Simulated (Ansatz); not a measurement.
Where the default PAW files enter, the runs use the earlier of Ansatz's two default sets.

The decay constant κ of evanescent states in the gap governs leakage through a thin film.

Data:

```yaml
crystal:
  lattice:
    - [2.55337, 0.00000, 0.00000]
    - [-1.27668, 2.21128, 0.00000]
    - [0.00000, 0.00000, 4.16897]
  atoms:
    - { symbol: C, position: [0.33333, 0.66667, 0.06281] }
    - { symbol: C, position: [0.66667, 0.33333, 0.93719] }
    - { symbol: C, position: [0.66667, 0.33333, 0.56281] }
    - { symbol: C, position: [0.33333, 0.66667, 0.43719] }
```

Space group of this cell: P6_3/mmc. The cell is strained (lengths across the current scaled by 1.02, ions clamped); by r2SCAN its mean pressure is -16.3 GPa.

Transport runs along the normal of the first two printed cell vectors, the (001) (indices of the unstrained crystal) plane of the conventional cell.

No gap correction and no spin-orbit coupling; mid-gap values are interpolated between computed energies.

Problem. Estimate the band gap and the smallest decay constant κ at mid-gap that r2SCAN in Ansatz (an electronic-structure program) returns for this system.

Solution. Gap 3.71 eV on a 18×18×8 mesh; κ = 0.291 1/Å, at the zone centre.
